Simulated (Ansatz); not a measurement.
Take LiF in the rock salt structure (space group Fm-3m, No. 225) as the base.

```yaml
crystal:
  lattice:
    - [0.00000, 2.00393, 2.00393]
    - [2.00393, 0.00000, 2.00393]
    - [2.00393, 2.00393, 0.00000]
  atoms:
    - { symbol: Li, position: [0.00000, 0.00000, 0.00000] }
    - { symbol: F, position: [0.50000, 0.50000, 0.50000] }
```

Cartesian axes are those of the cell as printed.

Method: PBEsol (Ansatz, a first-principles code, PAW, spin-orbit coupling left out).

Before the change:

```
Quantity                         Value
-----------------------------  -------
Band gap                       9.05 eV
Shortest interatomic distance  2.004 Å
```

It is then changed as follows: tensile biaxial strain of 1.67 % in the plane normal to [111], as in epitaxy on a mismatched substrate; the out-of-plane cell vector and the atoms relax.

Estimate the effect on the band gap and shortest interatomic distance.

The band gap decreases by 0.31 eV to 8.74 eV; the shortest interatomic distance increases by 0.018 Å, from 2.004 Å to 2.022 Å.

Stability against distortions was not tested.
